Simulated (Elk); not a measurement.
Elk 10.2.4, DFT, PBE, spin-polarised, all-electron FP-LAPW, Elk's shipped species files: a generated cell (prototype structure at a guessed volume, not a measured phase) of GdAgO2 (space group R-3m), 4 atoms, spin-polarised from a ferromagnetic start. Basis and mesh were picked for this test and aren't claimed converged.

cell: 6.25, 6.25, 6.25 Å; 30.4, 30.4, 30.4°
task: ground state
xctype: 20
spinpol: true
reducebf: 0.5
swidth: 0.004 Hartree
k mesh (ngridk): 8×8×8
maxscl: 100
rgkmax: 7 (default)
empty states an atom (nempty): 4 (default)
epspot (Hartree): 1e-06 (default)
epsengy (Hartree): 0.0001 (default)
k-points after symmetry (for each spin): 65
largest matrix size: 307
valence states: 82

One run each.

All on 4 threads, 1 BLAS thread. Base settings, kept where nothing else is said: mixtype = 3 (default), mixsdb = 5 (default), broydpm = [0.4, 0.15] (default), tefvit = false (default) (beta0, autolinengy not set). The settings tried:
- mixsdb = 3
- mixtype = 1, beta0 = 0.01
- mixtype = 1, beta0 = 0.05 (default)
- broydpm = [0.1, 0.15]
- broydpm = [0.7, 0.15]
- mixsdb = 20
- the base settings
- mixtype = 1, beta0 = 0.1
- mixsdb = 8
- tefvit = true
- mixsdb = 2
- mixtype = 0, beta0 = 0.1
- broydpm = [0.2, 0.15]
- autolinengy = true
- mixtype = 0, beta0 = 0.3
- broydpm = [0.4, 0.5]
- broydpm = [0.05, 0.15]
- mixsdb = 12
- broydpm = [0.4, 0.01]

**Question.** Name the extremes by self-consistent loops: fewest, most, and any that don't converge.

**Answer.** Fewest self-consistent loops, with those close behind: the base settings (21); broydpm = [0.7, 0.15] (21); mixsdb = 2 (22); mixsdb = 3 (22); mixsdb = 8 (24); broydpm = [0.4, 0.5] (24). Most among those that reach the base run's result: broydpm = [0.05, 0.15] (53); mixtype = 1, beta0 = 0.01 (51). No convergence: mixtype = 0, beta0 = 0.1 (without self-consistency in 100 loops); tefvit = true (without self-consistency in 100 loops).

```json
[
 {"setting": "the base settings", "self-consistent loops": "21", "end": "converged"},
 {"setting": "broydpm = [0.7, 0.15]", "self-consistent loops": "21", "end": "converged"},
 {"setting": "mixsdb = 2", "self-consistent loops": "22", "end": "converged"},
 {"setting": "mixsdb = 3", "self-consistent loops": "22", "end": "converged"},
 {"setting": "mixsdb = 8", "self-consistent loops": "24", "end": "converged"},
 {"setting": "broydpm = [0.4, 0.5]", "self-consistent loops": "24", "end": "converged"},
 {"setting": "mixtype = 1, beta0 = 0.1", "self-consistent loops": "25", "end": "converged"},
 {"setting": "mixsdb = 12", "self-consistent loops": "25", "end": "converged"},
 {"setting": "mixsdb = 20", "self-consistent loops": "25", "end": "converged"},
 {"setting": "autolinengy = true", "self-consistent loops": "27", "end": "converged"},
 {"setting": "broydpm = [0.2, 0.15]", "self-consistent loops": "29", "end": "converged"},
 {"setting": "mixtype = 1, beta0 = 0.05 (default)", "self-consistent loops": "30", "end": "converged"},
 {"setting": "broydpm = [0.1, 0.15]", "self-consistent loops": "36", "end": "converged"},
 {"setting": "broydpm = [0.4, 0.01]", "self-consistent loops": "36", "end": "converged"},
 {"setting": "mixtype = 0, beta0 = 0.3", "self-consistent loops": "42", "end": "converged"},
 {"setting": "mixtype = 1, beta0 = 0.01", "self-consistent loops": "51", "end": "converged"},
 {"setting": "broydpm = [0.05, 0.15]", "self-consistent loops": "53", "end": "converged"},
 {"setting": "mixtype = 0, beta0 = 0.1", "self-consistent loops": "100", "end": "not converged"},
 {"setting": "tefvit = true", "self-consistent loops": "100", "end": "not converged"}
]
```

An iteration's cost differs between solvers, so these counts don't give the time.
